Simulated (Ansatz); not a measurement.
OsSb₂ (space group Pnnm, No. 58)

```cif
data_Os2Sb4
_chemical_formula_sum 'Sb4 Os2'
_space_group_name_H-M_alt 'Pnnm'
_space_group_IT_number 58
_space_group_name_Hall '-P 2 2n'
_cell_length_a 5.95457
_cell_length_b 6.68810
_cell_length_c 3.20450
_cell_angle_alpha 90.000
_cell_angle_beta 90.000
_cell_angle_gamma 90.000
loop_
_atom_site_label
_atom_site_type_symbol
_atom_site_symmetry_multiplicity
_atom_site_Wyckoff_symbol
_atom_site_fract_x
_atom_site_fract_y
_atom_site_fract_z
_atom_site_occupancy
Sb1 Sb 4 g 0.18110 0.35764 0.00000 1
Os1 Os 2 a 0.00000 0.00000 0.00000 1
```

Method: Ansatz (an electronic-structure program) PBEsol, no SOC. Γ-centred 8×7×15 mesh, Fermi–Dirac width 0.05 eV.

```json
{
  "volume_per_atom": "21.27 Å³",
  "density": "11.29 g/cm³",
  "band_gap": "0.33 eV, indirect, R → k = (0, 0, 0.267) in the run's primitive reciprocal basis",
  "electron_mass": "0.43 mₑ along a, 2.5 mₑ along b, 0.66 mₑ along c",
  "total_energy": "-8022.427 eV/atom (σ→0; compares only within this code and set-up)"
}
```

Spin-orbit coupling, missing from the scalar runs, can matter with Os and Sb. Masses are band curvatures over ±0.01 Å⁻¹ around the edge. Stability against distortions was not tested.
